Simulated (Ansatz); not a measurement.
The starting structures come from a database of crystals and need not be the phases stable at ambient conditions.

**Evanescent states of KSbF6 (P4_2/mcm, not sure to be the ambient phase, 16 atoms a cell, 16.3 Å³ an atom, 2 GPa at this level) along the normal of (110)**

Calculation: PBEsol (plane waves, PAW; Ansatz, a first-principles code).

No gap correction and no spin-orbit coupling; mid-gap values are interpolated between computed energies.

Energies count from the valence-band top; κ is the least over a 4×4 mesh across the current.

```csv
E (eV),κ (1/Å),where
0.12,0.430,Γ
0.38,0.477,Γ
0.62,0.505,Γ
0.88,0.525,Γ
1.12,0.538,Γ
1.38,…,Γ
1.62,…,Γ
1.88,…,Γ
2.12,…,Γ
2.38,…,Γ
2.62,…,Γ
2.88,…,Γ
3.12,…,Γ
3.38,…,Γ
3.62,…,Γ
3.88,…,Γ
4.12,0.427,Γ
4.38,0.392,Γ
4.62,0.347,Γ
4.88,0.288,Γ
5.12,0.195,Γ
```

Task: What belongs in the gaps?

Result: 
- 1.38, κ (1/Å): 0.547
- 1.62, κ (1/Å): 0.552
- 1.88, κ (1/Å): 0.553
- 2.12, κ (1/Å): 0.551
- 2.38, κ (1/Å): 0.547
- 2.62, κ (1/Å): 0.539
- 2.88, κ (1/Å): 0.529
- 3.12, κ (1/Å): 0.516
- 3.38, κ (1/Å): 0.500
- 3.62, κ (1/Å): 0.480
- 3.88, κ (1/Å): 0.456
